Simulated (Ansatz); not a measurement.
Take FeS₂ (space group Pnnm, No. 58; non-magnetic) as the base.

```
FeS2
1.0
    4.36746     0.00000     0.00000
    0.00000     5.33315     0.00000
    0.00000     0.00000     3.34448
Fe S
2 4
Direct
  0.50000   0.50000   0.50000
  0.00000   0.00000   0.00000
  0.70718   0.87440   0.50000
  0.20718   0.62560   0.00000
  0.79282   0.37440   0.00000
  0.29282   0.12560   0.50000
```

Method: DFT with PBEsol, PAW potentials and a 420 eV plane-wave cutoff in Ansatz (a program for electronic structure), without spin-orbit coupling, earlier PAW set.

One change was made to it. Results:

| quantity | base | after |
|---|---|---|
| volume per atom | 12.98 Å³ | 12.77 Å³ |
| band gap | 0.91 eV | 0.95 eV |
| smallest direct gap | 1.23 eV | 1.26 eV |

What was done to the base?
A) pressure 1.5 GPa
B) pressure 3 GPa
C) pressure 7.5 GPa
D) pressure 0.7 GPa

B, pressure 3 GPa. For comparison, the volume per atom in the other runs: pressure 1.5 GPa gives 12.87 Å³; pressure 0.7 GPa gives 12.93 Å³; pressure 7.5 GPa gives 12.48 Å³.

Load acts through the strain it causes; cell and atoms are relaxed under it. Whether these cells are dynamically stable was not tested. No other phases were tried under pressure. Starting moments died away, wholly or in part, for the base; another magnetic solution may exist. All final runs are without spin polarisation.
